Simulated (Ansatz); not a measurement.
Si (diamond structure), Σ5 (310) [001] symmetric tilt. One Al atom replaces one Si atom in a bicrystal of 48 atoms (one solute to 47 Å² of one boundary, a high coverage); atoms relaxed, cell held. Energies count from the site farthest from both boundaries, which lies only 5.2 Å away; negative means that the solute is drawn to the site. The cell is neutral, and spin is allowed where the electrons are odd. k-points: Γ-centred 3×4×1 mesh; occupations: Fermi-Dirac, 0.050 eV; spin-polarised, moments started parallel. Spin-orbit coupling is left out.

Sites tried, by distance from the nearest boundary plane (Å): 0.00, 0.85, 0.85, 1.81.

**Question.** Does Al segregate by PBE in Ansatz (an electronic-structure program), and with what energy at each site?

**Answer.** 0.00 Å: -0.02 eV; 0.85 Å: -0.03 eV; 0.85 Å: -0.03 eV; 1.81 Å: 0.08 eV. No site tried binds it by more than 0.05 eV.
